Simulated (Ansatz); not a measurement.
Consider WC (space group P-6m2, No. 187; a = 2.913 Å, c = 2.835 Å; relaxed with 0.1 eV smearing). Axes: x lies along a and z along c of the hexagonal cell.

Method: DFT with r2SCAN, PAW potentials and a 500 eV plane-wave cutoff in Ansatz (a quantum-chemistry and plane-wave program), without spin-orbit coupling.

For the base:

| Property | Value |
|---|---|
| Volume per atom | 10.42 Å³ |

One thing is altered: uniaxial stress, 5 GPa tension along x, with the cell and atoms free to relax against it.

### Question
What happens to the secant Young's modulus along x, mean lateral Poisson ratio and volume per atom?

### Answer
The secant Young's modulus along x amounts to 630 GPa; the mean lateral Poisson ratio comes out as 0.21; the volume per atom grows by 0.048 Å³, from 10.42 Å³ to 10.46 Å³.

Load acts through the strain it causes; cell and atoms are relaxed under it. Beyond what the load breaks, stability against distortions was not tested. The final runs are not spin-polarised.
